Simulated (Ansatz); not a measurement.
Rb2NiF6 (Fm-3m), PBEsol, rigid bands in Ansatz (a quantum-chemistry and plane-wave program): N_c = 6.27e20 cm⁻³ at 300 K and an electron conductivity mass of 5.02 mₑ.

Task: For 1e17 electrons per cm³ at 300 K, place the Fermi level, estimate the Seebeck coefficient of a parabolic band with constant τ, and give mobility and conductivity for τ = 5 fs.

Result: The level lies k_BT ln(N_c/n) = 0.226 eV below the conduction-band minimum. S ≈ −(k_B/e)[ln(N_c/n) + 5/2] = -969 μV/K, against -941 μV/K from the full bands (mean over directions). μ = eτ/m = 1.75 cm²/(V·s) and σ = neμ = 0.0281 S/cm. τ is assumed, not computed.

Band transport and this doping are assumed; polarons and phonon drag are left out. Spin-orbit coupling is left out.

Formula and space group known from diffraction (Crystallography Open Database), not checked to be the room-temperature form: Rb2NiF6 (Fm-3m). Treated as nonmagnetic, magnetic states not searched for: Rb2NiF6 (Fm-3m).
